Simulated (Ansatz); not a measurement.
**Point defect Pd on the Si site + 1 H in silicon**

These are PBE, PAW (plane waves to 420 eV; Ansatz, a first-principles code) values and carry that method's errors. A 2×2×2 supercell of 64 sites was used; the energies come from a 2×2×2 shifted sampling of its zone. Sites at the start: the Si site; H at the bond centre. Energies of charged states are corrected for periodic images (point charge plus alignment at distant sites). Dielectric constants: PBE linear response of the host. Host gap at this level: 0.61 eV. Finite-size and sampling errors can reach tenths of an eV here. The semilocal functional narrows the gap, so deep levels can fall outside it. Spin–orbit coupling is left out. Each state is the lowest found from its start.

Formation energies E_f are given with the Fermi level at the valence-band maximum. Chemical conditions: host crystal and elements as references (Δμ(Si) = 0.00 eV, Δμ(H) = 0.00 eV, Δμ(Pd) = 0.00 eV; H taken from its element, since no compound that bounds it was computed at this level; Pd taken from its element, since no compound that bounds it was computed at this level; only phases computed here count, gases as isolated molecules at 0 K). Reference phases: H: H2 molecule in a box, Pd: fcc Pd, Si: silicon.

```csv
charge,moment (μB),largest move off a lattice site (Å),image correction with alignment (eV),"E_f, host crystal and elements as references (eV)",above the lowest spin state (eV)
+1†,not spin-polarised,0.30,0.22,–,0.00
0†,quenched,0.23,0.00,1.00,0.00
−1†,not spin-polarised,0.15,0.01,–,0.00
−1†,0.0,0.15,0.01,–,0.00
```

† Not settled in this cell, so no level is given: charge +1: level within 0.1 eV of a band edge or past it; charge 0: a level filled in part, carriers not clearly localised; charge −1: carriers not clearly localised, level within 0.1 eV of a band edge or past it.

Starting moments that weren't kept: charge 0 began with 1 μB and ended with 0.0; charge −1 began with 2 μB and ended with 0.0.

No other site or start that was run ended lower by more than 0.1 eV.

Flagged in the runs: a strain field that reaches the edge of the cell.
